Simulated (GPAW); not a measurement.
GPAW run on RbTl3 (Fm-3m, 4 atoms in the cell): self-consistent single point.

Method: PBEsol, GPAW PAW datasets PBEsol (made by gpaw-setup) (plane waves; GPAW).

```
CELL_PARAMETERS angstrom
      0.00000     4.18059     4.18059
      4.18059     0.00000     4.18059
      4.18059     4.18059     0.00000
ATOMIC_POSITIONS crystal
  Rb 0.00000 0.00000 0.00000
  Tl 0.25000 0.25000 0.25000
  Tl 0.75000 0.75000 0.75000
  Tl 0.50000 0.50000 0.50000
```

Reference input (self-consistent single point, DFT LDA (Perdew-Wang 92), plane waves, GPAW PAW datasets LDA (gpaw-data 1.0.1)): mode = pw; ecut = 550 eV; xc = LDA; kpts = 7 7 7; mesh shift (steps) = 0 0 0; occupations.name = methfessel-paxton; occupations.width = 0.1 eV; occupations.order = 0; nbands = -10; convergence.density = 1e-05 e/electron; convergence.energy = 1e-05 eV/electron; symmetry.symmorphic = false. This run's input differs from it in these lines:

```diff
@@ -15,3 +15,3 @@
 calc = GPAW(mode={'name': 'pw', 'ecut': 550},
-            xc='LDA',
+            xc='PBEsol',
             kpts=(7, 7, 7),
```

Its files differ too (potentials: GPAW PAW datasets PBEsol (made by gpaw-setup)).

Log, with long lists cut:

```
     iter     time        total  log10-change:
                         energy   eigst   dens
iter:   1 --:--:--    -9.799376
iter:   2 --:--:--    -9.775403   -2.35  -1.56
iter:   3 --:--:--    -9.597030   -1.78  -1.59
iter:   4 --:--:--    -9.622130   -2.57  -2.04
iter:   5 --:--:--    -9.612480   -2.38  -2.18
iter:   6 --:--:--    -9.598263   -3.58  -2.45
iter:   7 --:--:--    -9.597973   -5.01  -2.87
iter:   8 --:--:--    -9.596859   -4.76  -2.90
iter:   9 --:--:--    -9.595663   -3.82  -2.98
iter:  10 --:--:--    -9.595592   -5.87  -3.55
iter:  11 --:--:--    -9.595591c  -7.07  -3.65
iter:  12 --:--:--    -9.595587c  -6.73  -3.65
   [... lines left out ...]
iter:  18 --:--:--    -9.595589c  -6.91  -3.97
iter:  19 --:--:--    -9.595586c  -6.75  -4.01
iter:  20 --:--:--    -9.595585c  -6.74  -4.21
iter:  21 --:--:--    -9.595588c  -6.48  -4.08
iter:  22 --:--:--    -9.595589c  -7.43c -4.30
iter:  23 --:--:--    -9.595588c  -8.46c -4.32
iter:  24 --:--:--    -9.595585c  -6.45  -4.36
iter:  25 --:--:--    -9.595586c  -7.30  -4.46
iter:  26 --:--:--    -9.595586c  -8.46c -4.50
iter:  27 --:--:--    -9.595586c  -7.93c -4.53
iter:  28 --:--:--    -9.595586c  -8.10c -4.79
iter:  29 --:--:--    -9.595585c  -7.55c -4.74
iter:  30 --:--:--    -9.595585c  -9.04c -5.16c
Converged after 30 iterations.

Dipole moment: (0.000008, 0.000008, 0.000008) |e|*Ang

Energy contributions relative to reference atoms: (reference = -1730742.426284)

Kinetic:         +1.394937
Potential:       -1.470334
External:        +0.000000
XC:              -9.679413
Entropy (-ST):   -0.009862
Local:           +0.164156
SIC:             +0.000000
--------------------------
Free energy:     -9.600516
Extrapolated:    -9.595585

Showing only first 2 kpts
 Kpt  Band  Eigenvalues  Occupancy
  0    22      4.76423    0.95928
  0    23      4.76423    0.95928
  0    24      4.76424    0.95927
  0    25      5.72691    0.00000

  1    22      4.30598    2.00000
  1    23      4.30598    2.00000
  1    24      5.35155    0.00000
  1    25      5.65152    0.00000

Fermi level: 4.76062

No gap
No difference between direct/indirect transitions
Energy (eV): -9.595585

Forces in eV/Ang:
  0 Rb   -0.00000    0.00000    0.00000
  1 Tl   -0.00000   -0.00000    0.00000
  2 Tl   -0.00000    0.00000   -0.00000
  3 Tl    0.00000   -0.00000   -0.00000

Stress tensor:
     0.016578     0.000000     0.000000
     0.000000     0.016578     0.000000
     0.000000     0.000000     0.016578
Stress (GPa, Voigt): [2.6561 2.6561 2.6561 0.     0.     0.    ]
```

The run converged in 30 iterations. GPAW prints stress with tension positive. Against the reference run the pressure goes from -3.81 to -2.66 GPa.

The starting cell comes from a database of computed structures (which also holds hypothetical and non-ambient phases and stackings), without a prior relaxation at this level. Its lattice was rescaled by a random factor within 2.5 % of one.

Cost on one core of a shared machine: roughly 40 s.
